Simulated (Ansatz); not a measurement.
Base system: TiB2 (space group P6/mmm, No. 191; a = 3.0173 Å, c = 3.1849 Å). Axes: x lies along a and z along c of the hexagonal cell.

The values are results of Ansatz (an electronic-structure program) PBEsol, without spin-orbit coupling, earlier PAW set, not measurements.

One thing is altered: every lattice vector is shortened by 1.04 %, atoms relaxed at fixed cell.

Task: Predict the stress tensor and what it implies for the stiffness.

Result: Stress of the strained cell less that of the base (GPa, compression positive):
```
    9.5     0.0     0.0
    0.0     9.5     0.0
    0.0     0.0     7.8
```

Then B = −ΔP/(ΔV/V₀) with ΔV/V₀ = -0.0309 gives secant stiffness values (nonlinear terms included at this strain): B (at held cell shape, above the free-shape value) ≈ 289 GPa.

As a check, the harmonic strain energy −½ V₀ Δσ:ε is 7.3 meV/atom; the computed energy rise is 7.0 meV/atom.

The mesh was chosen for an insulator and is coarse for the gapless case. Stability against distortions was not tested. The final runs are not spin-polarised.
